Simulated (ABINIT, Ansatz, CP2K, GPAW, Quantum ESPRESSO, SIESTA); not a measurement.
One structure in several programs: ZnCu2SnS4 (I-4, 8 atoms in the cell)

Self-consistent single point.

```
ZnCu2SnS4
1.0
   -2.63860     2.63860     5.27809
    2.63860    -2.63860     5.27809
    2.63860     2.63860    -5.27809
Zn Cu Sn S
1 2 1 4
Direct
  0.75000   0.25000   0.50000
  0.00000   0.00000   0.00000
  0.25000   0.75000   0.50000
  0.50000   0.50000   0.00000
  0.36432   0.37124   0.47758
  0.62876   0.10634   0.99308
  0.89366   0.88674   0.52242
  0.11326   0.63568   0.00692
```

All programs got the same cell, k-point mesh and kind of occupations (in Ansatz's words: kpoints.mp_grid.grid = 5 5 5; scf.occupations.method = fermi_dirac; scf.occupations.width = 0.05 eV); potentials, basis and cutoffs are each program's usual ones.

| code | model | pressure (GPa) | largest force (eV/Å) | gap on the mesh (eV) | k-points | cutoff |
|---|---|---|---|---|---|---|
| ABINIT | PBE, PAW (JTH v2.0 PBE PAW) | 9.48 | 0.390 | 0.457 | 21 | 816 eV |
| CP2K | PBE, GPW, DZVP-MOLOPT-SR-GTH basis, GTH-PBE potentials (GTH_POTENTIALS) | 10.61 | 0.427 | 0.506 | 63 | grid 600 Ry |
| Quantum ESPRESSO | PBE, PSlibrary PAW (PBE) pseudopotentials | 9.28 | 0.434 | 0.476 | 21 | 55 Ry |
| GPAW | PBE, GPAW PAW datasets PBE (gpaw-data 1.0.1) | 9.94 | 0.308 | 0.476 | 21 | 800 eV |
| Ansatz | PBE, PAW files | 9.64 | 0.399 | 0.468 | 21 | default |
| SIESTA | GGA PBE, numerical atomic orbitals DZP, PseudoDojo PBE standard norm-conserving potentials (rewritten from UPF to PSML) | 9.61 | 0.619 | 0.757 | 63 | grid 400 Ry |

Gaps are read on the mesh.

The spread over the programs that give each value: pressure within 1.33 GPa; largest force within 0.311 eV/Å; gap on the mesh within 0.300 eV.

The starting cell comes from a database of computed structures (which also holds hypothetical and non-ambient phases and stackings), without a prior relaxation at this level. Its lattice was rescaled by a random factor within 2.5 % of one. On Ansatz's run: In the base run, with a pressure of about 10 GPa the cell is away from its equilibrium volume at this level.

**Question.** Why do the programs differ, and what cannot be compared?

**Answer.** Differences of this kind can come from the potentials, where these differ, and from what each basis and cutoff leave unconverged. The valence holds different numbers of electrons (ABINIT 88, CP2K 62, Quantum ESPRESSO 72, GPAW 72, Ansatz (a quantum-chemistry and plane-wave program) 88, SIESTA 96). The zero of total energies and Fermi levels follows the potentials and each program's conventions, so they are not compared here. CP2K and SIESTA use small atom-centred bases, whose incompleteness enters pressures, forces and empty levels differently from a plane-wave cutoff. Ansatz's pressure is given at a fixed set of plane waves, as the other plane-wave codes print theirs; with its correction for the finite basis it is 9.71 GPa. The programs reduce the same mesh by symmetry to different extents, which changes the work and not the result. In the pressure, CP2K (by 1.04) lies more than 1 GPa from the median of the plane-wave programs. In the gap, SIESTA (by 0.285) lies more than 0.12 eV from the median of the plane-wave programs. In the force vectors, GPAW (by 0.103) and SIESTA (by 0.230) lie more than 0.08 eV/Å from the median of the plane-wave programs.

Left out of this page: FLEUR (stopped by limits of time or memory).

Keys are those of Ansatz 0.2.
